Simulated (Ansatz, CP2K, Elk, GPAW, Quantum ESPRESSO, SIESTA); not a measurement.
One structure in several programs: KTlSe2 (P1, 8 atoms in the cell)

Self-consistent single point, at a second geometry (atoms moved at random). First geometry:

```
KTlSe2
1.0
   -4.06792     4.06792     3.56623
    4.06792    -4.06792     3.56623
    4.06792     4.06792    -3.56623
K Tl Se
2 2 4
Direct
  0.25000   0.25000   0.00000
  0.75000   0.75000   0.00000
  0.75000   0.25000   0.50000
  0.25000   0.75000   0.50000
  0.67640   0.17640   0.85280
  0.32360   0.82360   0.14720
  0.17640   0.32360   0.50000
  0.82360   0.67640   0.50000
```

Second geometry:
```xyz
8
Lattice="-4.0679 4.0679 3.5662 4.0679 -4.0679 3.5662 4.0679 4.0679 -3.5662" Properties=species:S:1:pos:R:3 pbc="T T T"
K      0.0364    -0.0100     1.8210
K     -0.0096     0.0761     5.3252
Tl    -0.0431     4.0075     1.7731
Tl     4.0765    -0.0493     1.7551
Se     1.4203     5.5054    -0.0109
Se     2.6203    -1.4193     3.5510
Se     2.6236     1.4578     0.0373
Se     1.4794     2.6355     3.5792
```

Shared settings, as Ansatz (an electronic-structure program) writes them: kpoints.mp_grid.grid = 3 3 3; scf.occupations.method = fixed. Potentials and cutoffs stand in the table.

```csv
code,model,ΔF from the first geometry (meV/atom),pressure (GPa),largest force (eV/Å),gap on the mesh (eV),cutoff
CP2K,"LDA (Pade form), GPW, DZVP-MOLOPT-SR-GTH basis, GTH-PADE potentials (GTH_POTENTIALS)",5.2,-2.08,0.452,1.009,grid 500 Ry
Elk,"LDA (PW92), all-electron FP-LAPW, Elk's shipped species files, default APW+lo basis",5.6,–,–,1.007,default
Ansatz,"LDA (PW92), PAW files made with PBE",5.5,-2.56,0.421,1.008,420 eV
SIESTA,"LDA PW92, numerical atomic orbitals DZP, PseudoDojo LDA standard norm-conserving potentials (rewritten from UPF to PSML)",4.2,-1.57,0.510,0.986,grid 350 Ry
GPAW,"LDA (Perdew-Wang 92), GPAW PAW datasets LDA (gpaw-data 1.0.1)",5.7,-2.74,0.472,1.014,600 eV
Quantum ESPRESSO,"LDA (PZ), GBRV 1.5 ultrasoft (LDA) pseudopotentials",5.4,-3.29,0.422,1.002,40 Ry
```

Size of the force on each atom (eV/Å): Sizes of forces hide their directions.

| code | K1 | K2 | Tl3 | Tl4 | Se5 | Se6 | Se7 | Se8 |
|---|---|---|---|---|---|---|---|---|
| CP2K | 0.080 | 0.103 | 0.452 | 0.332 | 0.241 | 0.228 | 0.337 | 0.203 |
| Ansatz | 0.076 | 0.099 | 0.421 | 0.317 | 0.330 | 0.109 | 0.418 | 0.265 |
| SIESTA | 0.093 | 0.126 | 0.491 | 0.365 | 0.070 | 0.510 | 0.182 | 0.277 |
| GPAW | 0.075 | 0.098 | 0.419 | 0.317 | 0.383 | 0.066 | 0.472 | 0.314 |
| Quantum ESPRESSO | 0.075 | 0.099 | 0.422 | 0.317 | 0.318 | 0.121 | 0.407 | 0.255 |

A dash marks a value that a program does not give, or that is left out as unsure.

Gaps are read on the mesh.

On Ansatz's run: spin-orbit coupling is off.

The spread over the programs that give each value: ΔF from the first geometry within 1.5 meV/atom; pressure within 1.72 GPa; largest force within 0.089 eV/Å; gap on the mesh within 0.028 eV.

CP2K and SIESTA use small atom-centred bases, whose incompleteness enters pressures, forces and empty levels differently from a plane-wave cutoff. Elk treats all electrons, but the usual bases taken here (sphere radii, linearisation, local orbitals, empty states) were not tested for convergence, so the values are no reference for the others. Ansatz's pressure is given at a fixed set of plane waves, as the other plane-wave codes print theirs. The same LDA comes in different parametrisations, which differ slightly. In the pressure, SIESTA (by 1.17) lies more than 1 GPa from the median of the plane-wave programs. In the force vectors, CP2K (by 0.127) and SIESTA (by 0.415) lie more than 0.08 eV/Å from the median of the plane-wave programs.

The starting cell comes from a database of computed structures (which also holds hypothetical and non-ambient phases and stackings), without a prior relaxation at this level. For this run, on top of that: atoms moved at random.

Keys are those of Ansatz 0.2.
